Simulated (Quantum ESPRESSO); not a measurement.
A self-consistent single point of AlFe (Pm-3m, 2 atoms in the cell) with Quantum ESPRESSO.

Method: PBE, PseudoDojo standard norm-conserving (PBE) pseudopotentials (plane waves; Quantum ESPRESSO).

```
AlFe
1.0
    2.90754     0.00000     0.00000
    0.00000     2.90754     0.00000
    0.00000     0.00000     2.90754
Al Fe
1 1
Cartesian
  0.00000   0.00000   0.00000
  1.45377   1.45377   1.45377
```
Moments meant for the start (each program seeds them in its own way; μB, in the order of the atoms Al Fe): 0.0 4.0.

Reference input (self-consistent single point, DFT, PBE, plane waves, PseudoDojo standard norm-conserving (PBE) pseudopotentials): ecutwfc = 90 Ry; occupations = smearing; smearing = gaussian; degauss = 0.0073499 Ry; nspin = 2; potentials = {Al: Al.upf, Fe: Fe.upf}; K_POINTS = automatic 11 11 11 0 0 0; conv_thr = 1e-10 Ry; mixing_beta = 0.4. This run's input differs from it in these lines:

```diff
@@ -16,3 +16,3 @@
  smearing = 'gaussian'
- degauss = 0.0073499
+ degauss = 0.0036749
  nspin = 2
```

Output (repeated stretches shortened):

```
     Self-consistent Calculation

     iteration #  1     ecut=    90.00 Ry     beta= 0.40

     Threshold (ethr) on eigenvalues was too large:
     Diagonalizing with lowered threshold

     total energy              =    -255.31318646 Ry
     estimated scf accuracy    <       0.11100380 Ry

     total magnetization       =     2.30 Bohr mag/cell
     absolute magnetization    =     2.53 Bohr mag/cell

     iteration #  2     ecut=    90.00 Ry     beta= 0.40

     total energy              =    -255.32284506 Ry
     estimated scf accuracy    <       0.05426757 Ry

     total magnetization       =     2.23 Bohr mag/cell
   [... lines left out ...]
     absolute magnetization    =     2.32 Bohr mag/cell

   [... 26 blocks of this kind left out ...]

     iteration # 30     ecut=    90.00 Ry     beta= 0.40

     total energy              =    -255.35267601 Ry
     estimated scf accuracy    <          1.2E-09 Ry

     total magnetization       =     0.71 Bohr mag/cell
     absolute magnetization    =     0.85 Bohr mag/cell

     iteration # 31     ecut=    90.00 Ry     beta= 0.40

     Magnetic moment per site  (integrated on atomic sphere of radius R)
     atom   1 (R=0.357)  charge=  1.3137  magn= -0.0358
     atom   2 (R=0.357)  charge= 14.6140  magn=  0.7660
     End of self-consistent calculation

     Number of k-points >= 100: set verbosity='high' to print the bands.

     the Fermi energy is    13.5585 ev

!    total energy              =    -255.35267601 Ry
     estimated scf accuracy    <          1.3E-11 Ry
     smearing contrib. (-TS)   =      -0.00018452 Ry
     internal energy E=F+TS    =    -255.35249149 Ry

     total magnetization       =     0.71 Bohr mag/cell
     absolute magnetization    =     0.85 Bohr mag/cell

     convergence has been achieved in  31 iterations

     Forces acting on atoms (cartesian axes, Ry/au):

     atom    1 type  1   force =     0.00000000    0.00000000    0.00000000
     atom    2 type  2   force =     0.00000000    0.00000000    0.00000000

     Total force =     0.000000     Total SCF correction =     0.000000

          total   stress  (Ry/bohr**3)                   (kbar)     P=      -58.93
  -0.00040059   0.00000000   0.00000000          -58.93        0.00        0.00
   0.00000000  -0.00040059   0.00000000            0.00      -58.93        0.00
   0.00000000   0.00000000  -0.00040059            0.00        0.00      -58.93

   JOB DONE.
```

The run converged in 31 iterations. Against the reference run the free energy goes up by 2.1 meV/atom, the pressure moves little (-5.81 to -5.89 GPa) and the size of the net moment hardly changes (0.36 to 0.35 μB/atom).

The starting cell comes from a database of computed structures (which also holds hypothetical and non-ambient phases and stackings), without a prior relaxation at this level. Its lattice was rescaled by a random factor within 2.5 % of one. The moments shrank to a small part of their start, a low-spin state that need not be the lowest. With a pressure of about -6 GPa the cell is away from its equilibrium volume at this level.

Cost on one core of a shared machine: roughly 2 min.
